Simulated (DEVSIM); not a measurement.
Structure: abrupt Ge p-n junction, at 300 K.

| layer (left to right) | material | thickness (μm) | Nd (cm⁻³) | Na (cm⁻³) | τn (s) | τp (s) |
|---|---|---|---|---|---|---|
| 1 | Ge | 5.20 | - | 1.7e16 | 2.9e-6 | 2.9e-6 |
| 2 | Ge | 11.0 | 5.3e17 | - | 2.9e-6 | 2.9e-6 |

Left contact: ohmic. Right contact: ohmic. Voltage is applied to the left contact. Recombination: SRH at mid-gap, Auger. Mobility is μmin + (μ − μmin)/(1 + (N/Nref)^α).

The device is made up for the run: typed textbook-type constants, with dimensions and the other settings drawn at random. Values at 300 K.

```csv
parameter,Ge
gap (eV),0.664
affinity (eV),4
permittivity,16
Nc (cm⁻³),1.04e19
Nv (cm⁻³),6e18
μn (cm²/Vs),3900
μp (cm²/Vs),1900
"μn,min",150
"μp,min",100
"Nref,n",2.6e17
"Nref,p",4e17
αn,0.56
αp,0.6
Cn (cm⁶/s),1e-31
Cp (cm⁶/s),1e-31
```

Model (solved in DEVSIM): 1D drift-diffusion, Boltzmann statistics, complete ionisation; no tunnelling, impact ionisation, image-force lowering or self-heating.

Question: Tabulate band edges, carrier densities and field at zero bias.

Answer: Energies count from the Fermi level of the right contact; mesh points crowd at the junctions.

```csv
x (μm),Ec (eV),Ev (eV),n (cm⁻³),p (cm⁻³),field (V/cm)
0.000,0.512,-0.152,2.6e10,1.7e16,≈ 0
0.03476,0.512,-0.152,2.6e10,1.7e16,≈ 0
0.1137,0.512,-0.152,2.6e10,1.7e16,≈ 0
0.3114,0.512,-0.152,2.6e10,1.7e16,≈ 0
1.060,0.512,-0.152,2.6e10,1.7e16,≈ 0
2.600,0.512,-0.152,2.6e10,1.7e16,≈ 0
4.146,0.512,-0.152,2.6e10,1.7e16,≈ 0
4.891,0.512,-0.152,2.6e10,1.7e16,-210
5.082,0.430,-0.234,6.3e11,7.0e14,-15000
5.166,0.237,-0.427,1.1e15,4.1e11,-31000
5.200,0.113,-0.551,1.3e17,3.3e9,-44000
5.254,0.077,-0.587,5.3e17,8.2e8,-19
5.367,0.077,-0.587,5.3e17,8.2e8,≈ 0
5.626,0.077,-0.587,5.3e17,8.2e8,≈ 0
6.638,0.077,-0.587,5.3e17,8.2e8,≈ 0
8.750,0.077,-0.587,5.3e17,8.2e8,≈ 0
12.69,0.077,-0.587,5.3e17,8.2e8,≈ 0
14.78,0.077,-0.587,5.3e17,8.2e8,≈ 0
15.78,0.077,-0.587,5.3e17,8.2e8,≈ 0
16.04,0.077,-0.587,5.3e17,8.2e8,≈ 0
16.15,0.077,-0.587,5.3e17,8.2e8,≈ 0
16.20,0.077,-0.587,5.3e17,8.2e8,≈ 0
```
